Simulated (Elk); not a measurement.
Elk 10.2.4, DFT, PBE, spin-polarised, all-electron FP-LAPW, Elk's shipped species files: bcc Fe, 2 atoms, spin-polarised from a ferromagnetic start. Basis and mesh were picked for this test and aren't claimed converged.

```json
{
 "cell": "2.87, 2.87, 2.87 Å; 90, 90, 90°",
 "task": "ground state",
 "xctype": "20",
 "spinpol": "true",
 "reducebf": "0.5",
 "swidth": "0.004 Hartree",
 "k mesh (ngridk)": "14×14×14",
 "maxscl": "100",
 "mixtype": "3 (default)",
 "mixsdb": "5 (default)",
 "broydpm": "[0.4, 0.15] (default)",
 "rgkmax": "7 (default)",
 "empty states an atom (nempty)": "4 (default)",
 "epspot (Hartree)": "1e-06 (default)",
 "epsengy (Hartree)": "0.0001 (default)",
 "k-points after symmetry (for each spin)": "120",
 "largest_matrix_size": "124",
 "valence_states": "48"
}
```

It runs on a single node (Intel Xeon 6 (Granite Rapids), 96 cores on 1 socket, 2 hardware threads a core, 3 L3 cache groups, 3 NUMA nodes).

Times are wall-clock medians of two to five runs, from launch to exit, with nothing else on the machine. Unless noted, each process is bound to its own block of adjacent cores. Build: conda-forge: no MPI, OpenMP (GNU), OpenBLAS with its own threads, FFTW. Other compilers and libraries give other times. Scratch files lie in a memory file system.

Started as
```bash
OMP_NUM_THREADS=32 OPENBLAS_NUM_THREADS=1 elk
```
(32 threads, 1 BLAS thread, broydpm = [0.4, 0.15] (default)) it takes 6.0 s and 19 self-consistent loops.

### Question
Estimate the wall time with broydpm = [0.1, 0.15].

### Answer
About 10 s (2 runs within 1 %): 1.7× as long. The count of self-consistent loops goes from 19 to 32. self-consistent loops go from 19 to 32. Change in the result: energy 0.20 meV/atom, site moment sizes under 0.001 μB.
